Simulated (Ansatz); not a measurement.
**White tin (β-Sn)**

All values below come from r²SCAN+SOC in Ansatz (PAW).

Numerical settings: plane-wave cutoff 560 eV, 20×20×20 k mesh, Fermi–Dirac smearing 0.05 eV, PAW data made under PBE.

Cell: relaxed at this level.

```
Quantity                                           Result
------------------------------------------  -------------
equilibrium volume per atom                 27.58 Å³/atom
bulk modulus B0                                  53.9 GPa
lattice parameter a                               5.884 Å
lattice parameter c                               3.186 Å
band gap                                    zero (no gap)
pressure derivative B′ of the bulk modulus            4.8
```

Measured, for comparison: bulk modulus 57.0 GPa (temperature not stated, not corrected to a static lattice; as tabulated in Chen et al. (2023), arXiv:2209.05059); lattice constant a 5.831 Å, lattice parameter c 3.181 Å (293 K, not corrected to a static lattice; as tabulated in Wikipedia's data pages). Computed (rounded) less measured: bulk modulus -5 %, lattice constant a +0.9 %, lattice parameter c +0.2 %.

Note: the bulk modulus comes from volumes at which shape and atoms were relaxed.

It cost very roughly 2.8 core-hours of CPU time.

Ansatz is a first-principles code.
